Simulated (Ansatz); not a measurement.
Abridged Ansatz (a quantum-chemistry and plane-wave program) output:

```
Relaxation: its limit of steps is 50 (relax.max_steps)
Pseudopotential: Pt, paw, valence charge 18
Pseudopotential: S, paw, valence charge 6
Crystal: 3 atoms, lattice volume = 54.962 Å³
Basis set: ecut = 420 eV, 1023 PW (Γ), exchange–correlation on 50×50×64 points (8 copies of the dense FFT grid, shifted against one another)
Bands: 19, of which v1, the nominal top of the filled ones, is band 15 counted from 1 (14 counted from 0)
Symmetry: 12 space group operations
k-points: 238 of 2250
Functional: x = pbe(κ = 0.804, μ = 0.2195149727645171), c = pbe(β = 0.06672455060314922)
SCF iter   1: F=—  HF=-14329.386968 eV  |F-HF|=—  |Δ(HF+E_count)|=         —  Δρ=3.27e-3  dr2=3.40e-3  ethr=1.77e-3  ⟨swp⟩=5.1  Hψ=21975  notcnv=0
SCF iter   2: F=—  HF=-14329.387574 eV  |F-HF|=—  |Δ(HF+E_count)|=   6.06e-4  Δρ=1.56e-3  dr2=7.67e-4  ethr=1.13e-5  ⟨swp⟩=2.1  Hψ=7540  notcnv=0
SCF 1 converged in 7 iterations: F = -14329.387777 eV  dr2 = 2.58e-10
relax step   1: F+E_penalty+E_count = -14329.38777651 eV  Δ(F+E_penalty+E_count) = +0.000e0 eV  max|allowed force component| = 6.227e-1 eV/Å  Δτ_max = 0.0000 Å  (7 SCF iters, accepted)
Crystal: 3 atoms, lattice volume = 54.962 Å³
SCF iter   1: F=—  HF=-14329.422676 eV  |F-HF|=—  |Δ(HF+E_count)|=         —  Δρ=7.04e-3  dr2=2.37e-2  ethr=8.38e-5  ⟨swp⟩=1.6  Hψ=20555  notcnv=0
SCF iter   2: F=—  HF=-14329.418795 eV  |F-HF|=—  |Δ(HF+E_count)|=   3.88e-3  Δρ=3.58e-3  dr2=5.43e-3  ethr=7.90e-5  ⟨swp⟩=1.0  Hψ=4522  notcnv=0
SCF 2 converged in 8 iterations: F = -14329.417742 eV  dr2 = 3.44e-11
relax step   2: F+E_penalty+E_count = -14329.41774178 eV  Δ(F+E_penalty+E_count) = -2.997e-2 eV  max|allowed force component| = 2.338e-1 eV/Å  Δτ_max = 0.0743 Å  (8 SCF iters, accepted)
Crystal: 3 atoms, lattice volume = 54.962 Å³
SCF iter   1: F=—  HF=-14329.422597 eV  |F-HF|=—  |Δ(HF+E_count)|=         —  Δρ=1.91e-3  dr2=1.68e-3  ethr=5.81e-5  ⟨swp⟩=3.3  Hψ=12253  notcnv=0
SCF iter   2: F=—  HF=-14329.422309 eV  |F-HF|=—  |Δ(HF+E_count)|=   2.88e-4  Δρ=9.72e-4  dr2=3.89e-4  ethr=5.58e-6  ⟨swp⟩=1.0  Hψ=6426  notcnv=0
SCF 3 converged in 7 iterations: F = -14329.422294 eV  dr2 = 1.55e-10
relax step   3: F+E_penalty+E_count = -14329.42229409 eV  Δ(F+E_penalty+E_count) = -4.552e-3 eV  max|allowed force component| = 6.866e-3 eV/Å  Δτ_max = 0.0201 Å  (7 SCF iters, accepted)
Crystal: 3 atoms, lattice volume = 54.962 Å³
SCF iter   1: F=—  HF=-14329.422234 eV  |F-HF|=—  |Δ(HF+E_count)|=         —  Δρ=5.54e-5  dr2=1.46e-6  ethr=4.64e-8  ⟨swp⟩=2.1  Hψ=10526  notcnv=0
SCF iter   2: F=—  HF=-14329.422298 eV  |F-HF|=—  |Δ(HF+E_count)|=   6.44e-5  Δρ=2.80e-5  dr2=3.26e-7  ethr=4.86e-9  ⟨swp⟩=1.0  Hψ=6426  notcnv=0
SCF 4 converged in 6 iterations: F = -14329.422298 eV  dr2 = 1.25e-12
relax step   4: F+E_penalty+E_count = -14329.42229809 eV  Δ(F+E_penalty+E_count) = -3.993e-6 eV  max|allowed force component| = 8.663e-6 eV/Å  Δτ_max = 0.0006 Å  (6 SCF iters, accepted)
SCF converged after 6 iterations
Free energy (F): -14329.422298 eV
Internal energy: -14329.421713 eV  (E = F + TS)
E sigma→0 (E₀):  -14329.422005 eV
Entropy (-TS):   -0.000586 eV (-0.195 meV/atom)
Fermi energy:    11.289048 eV
  E_disp       = -1.272818  (pairwise vdW)
--- Forces (eV/Å), atoms counted from 1 ---
  atom   1  Pt     0.00000000     0.00000000     0.00000000
  atom   2  S     -0.00000000     0.00000000    -0.00000866
  atom   3  S      0.00000000     0.00000000     0.00000866
--- Stress (GPa, compression-positive) ---
       -5.780702       0.000000      -0.000000
        0.000000      -5.780702       0.000000
       -0.000000       0.000000      -1.575781
  P = ⅓ Tr σ = -4.3791 GPa (-43.791 kbar)
--- Relaxed structure (4 steps of the walk, 4 accepted, 0 SCFs on fresh bases) ---
  atoms:
    - { symbol: Pt, position: [-1.1195123548687405e-34, -8.175310323477621e-35, 1.95539674023508e-18] }
    - { symbol: S, position: [0.6666666666666666, 0.33333333333333337, 0.24745239134456234] }
    - { symbol: S, position: [0.3333333333333333, 0.6666666666666667, 0.7525476086554376] }
```

### Question
What was computed, and what are the main results?

### Answer
PtS2, 3 atoms in the cell, with PBE-D3(BJ) in Ansatz (plane waves to 420 eV, PAW, no spin-orbit coupling). The last SCF converged to F = -14329.422298 eV, or -4776.4741 eV per atom, at a pressure of -4.38 GPa. The total energy compares only with runs of the same code, potentials and settings.

Spin-orbit coupling, missing from the scalar runs, can matter with Pt. The cells carry an imposed strain or load. No phonon test of stability was made. The cell was made from PtS2 in the CdI2 type structure (space group P-3m1, No. 164; layered, stacked along the Cartesian z axis) by this change: isotropic strain +2.00 %.

Keys are those of Ansatz 0.2.
